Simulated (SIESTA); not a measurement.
**Converging shifted k-point meshes: Pd (Fm-3m, 1 atom in the cell)**

```xyz
1
Lattice="0.0000 1.9508 1.9508 1.9508 0.0000 1.9508 1.9508 1.9508 0.0000" Properties=species:S:1:pos:R:3 pbc="T T T"
Pd     0.0000     0.0000     0.0000
```

Level of theory: GGA PBE, numerical atomic orbitals DZP, PseudoDojo PBE standard norm-conserving potentials (rewritten from UPF to PSML) in SIESTA 5.4.2.

Base settings: XC.functional = GGA; XC.authors = PBE; potentials = PseudoDojo PBE standard; PAO.BasisSize = DZP; PAO.EnergyShift = 0.005 Ry; MeshCutoff = 350 Ry; kgrid.MonkhorstPack = 7 7 7; OccupationFunction = FD; ElectronicTemperature = 1160.45 K; MaxSCFIterations = 150.

Only quantities that move along the ladder and can be compared are tabulated.

The starting cell has typed, rounded lattice constants, without a prior relaxation at this level. Its lattice was rescaled by up to half a per cent. Spin polarisation is off. Values carry the incompleteness of an atom-centred basis. In the base run, with a pressure of about 8 GPa the cell is away from its equilibrium volume at this level.

| kgrid.MonkhorstPack | free energy less the last step's (meV/atom) | pressure (GPa) |
|---|---|---|
| 2 2 2 shifted by 0.5 0.5 0.5 | -150.79 | 5.70 |
| 4 4 4 shifted by 0.5 0.5 0.5 | 17.56 | 7.88 |
| 6 6 6 shifted by 0.5 0.5 0.5 | -0.44 | 7.59 |
| 8 8 8 shifted by 0.5 0.5 0.5 | 0.62 | 7.80 |
| 10 10 10 shifted by 0.5 0.5 0.5 | 1.03 | 7.76 |
| 12 12 12 shifted by 0.5 0.5 0.5 | -0.56 | 7.71 |
| 15 15 15 shifted by 0.5 0.5 0.5 | -0.03 | 7.73 |
| 19 19 19 shifted by 0.5 0.5 0.5 | -0.03 | 7.72 |
| 23 23 23 shifted by 0.5 0.5 0.5 | -0.01 | 7.72 |
| 25 25 25 shifted by 0.5 0.5 0.5 | 0.00 | 7.72 |
| 31 31 31 shifted by 0.5 0.5 0.5 | 0.00 | 7.72 |

Coarsest kgrid.MonkhorstPack that holds the free energy within 0.5 meV/atom of the last step, with all finer ones: 15 15 15 shifted by 0.5 0.5 0.5; the step before is off by 0.56 meV/atom.

Coarsest kgrid.MonkhorstPack that holds the pressure within 0.5 GPa of the last step, with all finer ones: 4 4 4 shifted by 0.5 0.5 0.5; the step before is off by 2.0 GPa.
